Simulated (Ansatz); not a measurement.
Consider TiC in the rock salt structure (space group Fm-3m, No. 225; a = 4.3331 Å; relaxed with 0.1 eV smearing).

Structures relaxed with DFT with PBE, PAW potentials and a 420 eV plane-wave cutoff in Ansatz (a first-principles code), no SOC.

Base:

Simulated powder pattern, Co Kα, λ = 1.79026 Å (kinematic, ideal powder, no thermal factors, no anomalous dispersion; the 8 strongest lines at most, above 2 %, up to 2θ = 90°):

```
2θ (°)  I/Imax (%)    hkl
------  ----------  -----
41.93           88  (111)
48.81          100  (200)
71.51           57  (220)
86.49           32  (311)
```

After one change:

Simulated powder pattern, Co Kα, λ = 1.79026 Å (kinematic, ideal powder, no thermal factors, no anomalous dispersion; the 8 strongest lines at most, above 2 %, up to 2θ = 90°):

```
2θ (°)  I/Imax (%)
------  ----------
42.38           88
49.33          100
72.34           57
87.59           32
```

Which change produced these results?
(A) isotropic strain +2.00 %
(B) isotropic strain −1.00 %
(C) isotropic strain −2.50 %
(D) isotropic strain +1.00 %

B, isotropic strain −1.00 %. Its volume per atom is 9.87 Å³ against 10.17 Å³, and its space group is Fm-3m (No. 225).

Stability against distortions was not tested. The final runs are not spin-polarised.
